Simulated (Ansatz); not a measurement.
Given:

```yaml
crystal:
  lattice:
    - [5.53308, 0.00000, 0.00000]
    - [2.76654, 4.79178, 0.00000]
    - [2.76654, -1.59726, 2.30150]
  atoms:
    - { symbol: K, position: [0.00000, 0.00000, 0.00000] }
    - { symbol: Ta, position: [0.00000, 0.50000, 0.50000] }
    - { symbol: O, position: [0.50000, 0.00000, 0.00000] }
    - { symbol: O, position: [0.00000, 0.50000, 0.00000] }
    - { symbol: O, position: [0.50000, 0.50000, 0.00000] }
```

No spin polarisation.

Calculations: LDA (Ansatz, a first-principles code; PAW; 420 eV plane waves; without spin-orbit coupling). Γ-centred 8×8×8 mesh, Fermi–Dirac width 0.05 eV.

### Question
Estimate the band gap.

### Answer
2.12 eV.

### Question
What is the computed pressure (mean of the normal stresses, compression positive)?

### Answer
2.55 GPa.

### Question
Predict the smallest direct gap.

### Answer
2.69 eV.

With Ta present, leaving out spin-orbit coupling can change the band edges. The cells carry an imposed strain or load. Whether these cells are dynamically stable was not tested. The cell was made from KTaO$_{3}$ in the cubic perovskite structure (space group Pm-3m, No. 221) by this change: biaxial strain −1.00 %, plane normal [111], relaxed out of plane.
